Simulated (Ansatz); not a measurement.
System: NbAs (I4₁md, No. 109, 4 atoms in the cell; start mp-2059). Method: LDA (Ansatz, a quantum-chemistry and plane-wave program, PAW).

Settings: plane-wave cutoff 520 eV, 22×22×22 k mesh, Fermi–Dirac smearing 0.05 eV, no spin polarisation, scalar-relativistic PAW data made under PBE.

Cell (relaxed at this level):

```xyz
4
Lattice="-1.7087 1.7087 5.7638 1.7087 -1.7087 5.7638 1.7087 1.7087 -5.7638" Properties=species:S:1:pos:R:3 pbc="T T T"
Nb     0.0000     0.0000     8.6370
Nb     1.7087     0.0000     5.7551
As     0.0000     0.0000     1.9337
As     0.0000     1.7087     4.8156
```

Problem. Give the computed bulk modulus B0.

Solution. 
bulk modulus B0: 184 GPa

The run finds no gap.

Note: the bulk modulus is −V dP/dV from two relaxed cells at ±2 % in volume; the relaxation could not lower the start's symmetry, so the cell can be a saddle point above a distorted one.

The computed numbers hold no vibrational or temperature effects.

The result took very roughly 12 core-minutes.

A start named mp-… is a Materials Project structure, which need not be a measured phase.
